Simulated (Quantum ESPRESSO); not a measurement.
**Quick settings and what they miss: Nb₃Sn (Pm-3n, 8 atoms in the cell)**

Self-consistent single point.

```
CELL_PARAMETERS angstrom
      5.41934     0.00000     0.00000
      0.00000     5.41934     0.00000
      0.00000     0.00000     5.41934
ATOMIC_POSITIONS crystal
  Nb 0.25000 0.00000 0.50000
  Nb 0.75000 0.00000 0.50000
  Nb 0.50000 0.75000 0.00000
  Nb 0.50000 0.25000 0.00000
  Nb 0.00000 0.50000 0.75000
  Nb 0.00000 0.50000 0.25000
  Sn 0.00000 0.00000 0.00000
  Sn 0.50000 0.50000 0.50000
```

Method of the run: PBEsol, PseudoDojo standard norm-conserving (PBESOL) pseudopotentials (plane waves; Quantum ESPRESSO 7.5).

Base settings: ecutwfc = 85 Ry; occupations = smearing; smearing = fd; degauss = 0.0036749 Ry; potentials = {Nb: Nb.upf, Sn: Sn.upf}; K_POINTS = automatic 5 5 5 0 0 0; conv_thr = 1e-10 Ry.

Tight run (finer mesh or higher cutoff; not a proven limit): ecutwfc: 85 Ry → 119 Ry; conv_thr: 1e-10 Ry → 7.3e-11 Ry; K_POINTS: automatic 5 5 5 0 0 0 → automatic 7 7 7 0 0 0. It gave Fermi level (on the code's own zero) 15.91 eV; pressure -12.97 GPa.

Quick runs, as changes from the base:
- A: the base itself
- B: ecutwfc: 85 Ry → 68 Ry; conv_thr: 1e-10 Ry → 7.3e-06 Ry; K_POINTS: automatic 5 5 5 0 0 0 → automatic 6 6 6 0 0 0
- C: ecutwfc: 85 Ry → 59 Ry; smearing: fd → gauss; degauss: 0.0036749 Ry → 0.036749 Ry; K_POINTS: automatic 5 5 5 0 0 0 → automatic 4 4 4 1 1 1; potentials: PseudoDojo standard norm-conserving (LDA) [LDA (PW92)]
- D: ecutwfc: 85 Ry → 42 Ry; smearing: fd → mp; degauss: 0.0036749 Ry → 0.019992 Ry; K_POINTS: automatic 5 5 5 0 0 0 → automatic 2 2 2 0 0 0; potentials: PseudoDojo standard norm-conserving (LDA) [LDA (PW92)]
- E: ecutwfc: 85 Ry → 68 Ry; conv_thr: 1e-10 Ry → 7.3e-06 Ry; K_POINTS: automatic 5 5 5 0 0 0 → automatic 2 2 2 0 0 0
- F: ecutwfc: 85 Ry → 51 Ry; K_POINTS: automatic 5 5 5 0 0 0 → automatic 1 1 1 1 1 1; potentials: PseudoDojo standard norm-conserving (LDA) [LDA (PW92)]

Energies are extrapolated to zero smearing width, which holds to low order in the width alone (under cold and Methfessel-Paxton smearing the free energy itself is taken).

Dashes: pressure of B, E, not trusted under this conv_thr with d or f elements; energy of C, D, F, another energy zero; time of F, under 30 s.

† marks runs with another functional, U, potentials or spin treatment: their distance from the tight run is not a convergence error alone.

The count of work is k-points × plane waves × bands × iterations; it is no time. Core times come from one kind of shared machine and are given to one figure; runs under 30 s give none.

The starting cell comes from a database of computed structures (which also holds hypothetical and non-ambient phases and stackings), without a prior relaxation at this level. Its lattice was rescaled by a random factor within 2.5 % of one. Spin polarisation is off. In the base run, with a pressure of about -13 GPa the cell is away from its equilibrium volume at this level.

| run | energy less tight (meV/atom) | pressure less tight (GPa) | count of work / tight | core time / tight (rough) |
|---|---|---|---|---|
| A | 1.1 | 0.00 | 0.30 | 0.5 |
| B | 13.1 | – | 0.29 | 0.3 |
| C† | – | -10.42 | 0.078 | 0.1 |
| D† | – | -104.55 | 0.056 | 0.07 |
| E | 134.7 | – | 0.067 | 0.08 |
| F† | – | -13.15 | 0.017 | – |

Among the runs at the tight run's level, the energy misses run from 1.1 to 134.7 meV/atom.
